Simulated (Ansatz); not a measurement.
C on the N site + Si on the Al site, started at the N site; Al 1.91 Å away, along c. With PBE, PAW in Ansatz (a program for electronic structure) in a 96-site cell of wurtzite AlN (PBE lattice) with 2×2×2 shifted sampling: neutral formation energy 3.32 eV with the elements as references.

With HSE06, PAW (Ansatz) in a 96-site cell of wurtzite AlN (lattice scaled to a tabulated measured volume, 10.45 Å³ a site) with 2×2×2 shifted sampling: neutral formation energy 3.48 eV with the elements as references.

The largest shift of a level or formation energy is 0.16 eV.

Flagged in one set or both: a host whose relaxation on this sampling wasn't shown to rest.
